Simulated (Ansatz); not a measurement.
Base system: ScBi in the zinc blende structure (space group F-43m, No. 216; a = 6.739 Å; a hypothetical phase, not in the database extracts checked). Axes: x, y, z lie along the cube axes.

Computed with PBE (Ansatz, a program for electronic structure; PAW; 420 eV plane waves; without spin-orbit coupling).

Now apply this change: the cell is stretched by 5.33 % along y with no lateral relaxation, atoms relaxed at fixed cell.

### Question
Predict the stress tensor and what it implies for the stiffness.

### Answer
Stress of the strained cell less that of the base (GPa, compression positive):
```
  -1.59    0.00    0.00
   0.00   -2.05    0.00
   0.00    0.00   -1.59
```

Then −Δσ_ii/ε with ε = 0.0533 gives secant stiffness values (nonlinear terms included at this strain): C22 ≈ 38 GPa, C12 ≈ 30 GPa and C23 ≈ 30 GPa.

As a check, the harmonic strain energy −½ V₀ Δσ:ε is 13 meV/atom; the computed energy rise is 13 meV/atom.

Stability against distortions was not tested. All final runs are without spin polarisation.
